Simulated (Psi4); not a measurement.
Psi4 1.11, TPSS/def2-svp: Cr(NMe)2(Cl)(SH) (C[N]=[Cr]([SH])([Cl])=[N]C), 14 atoms. The geometry is a generated start, not checked to be a minimum at this level.

```yaml
task: energy
method: tpss
basis: def2-svp
memory: 3 GB
maxiter: 100
keys_of_the_molecule_block: symmetry c1
scf_type: df (default)
guess: auto, which took SAD (default)
scf_initial_accelerator: adiis (default)
e_convergence: 1e-06 (default)
d_convergence: 1e-06 (default)
dft_radial_points: 75 (default)
dft_spherical_points: 302 (default)
basis_functions: 158
grid_points: 300604
```

```xyz
14

Cr    -0.2248     0.5556     0.7556
N      0.4469    -0.8921     1.1407
C      1.0650    -2.1318     1.2134
H      1.3158    -2.5132     0.2131
H      1.9820    -2.0708     1.8144
H      0.3883    -2.8467     1.6982
N     -0.2186     1.0961    -0.7942
C     -0.0115     1.3285    -2.1488
H     -0.8782     1.8400    -2.5860
H      0.8652     1.9760    -2.2821
H      0.1554     0.3897    -2.6929
Cl     0.5459     2.0510     1.9867
S     -2.4260     0.1492     1.2273
H     -3.0055     1.0684     0.4548
```

Charge 0 and multiplicity 1 are set for this test and not shown to be the ground state.

One run each on 2 threads. Values of diis_max_vecs tried: 3, 6, 10 (default), 20.

Q: How does the count of SCF iterations change with diis_max_vecs, and where is it least?

A: Fewest SCF iterations, within one of each other: 10 (default) with 18, 20 with 17. The count rises to 21 at 6. The run ends without SCF convergence in 100 iterations at 3.

```csv
diis_max_vecs,SCF iterations,end
3,100,no convergence
6,21,same solution
10 (default),18,same solution
20,17,same solution
```
